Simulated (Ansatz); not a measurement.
Results of PBEsol (PAW; Ansatz, a quantum-chemistry and plane-wave program) for WO2 (model structure, started from the polar ZrO2 type, Cmc2₁, No. 36, 12 atoms in the cell).

Settings: plane-wave cutoff 520 eV, 12×12×12 k mesh, Fermi–Dirac smearing 0.05 eV, no spin polarisation, scalar-relativistic PAW data made under PBE.

Cell (relaxed at this level):

```xyz
12
Lattice="5.4414 0.0000 0.0000 0.0000 5.1721 0.0000 0.0000 0.0000 4.6483" Properties=species:S:1:pos:R:3 pbc="T T T"
W      0.7023     1.2930     1.0471
W      4.7391     3.8791     3.3712
W      3.4230     3.8791     1.0471
W      2.0184     1.2930     3.3712
O      2.0843     0.0472     0.3039
O      3.3571     5.1249     2.6280
O      4.8050     5.1249     0.3039
O      0.6364     0.0472     2.6280
O      2.0842     2.5388     0.3038
O      3.3572     2.6333     2.6280
O      4.8050     2.6333     0.3038
O      0.6365     2.5388     2.6280
```

Problem. Predict the band gap, smallest direct gap on the k points sampled and Γ–Γ gap.

Solution. 
* **band gap**: 0.12 eV (under three smearing widths, so not firm)
* **smallest direct gap on the k points sampled**: 0.28 eV
* **Γ–Γ gap**: 2.08 eV

Note: the relaxation could raise the start's symmetry but not lower it, so the cell can be a saddle point.

Spin–orbit coupling is not included; it can close the smallest gap of 0.12 eV.

Static lattice: no zero-point or thermal effects.

A model structure was made by putting elements into a prototype or built by hand; it is no filed structure, need not be a known phase, and can be a saddle point held by its symmetry.
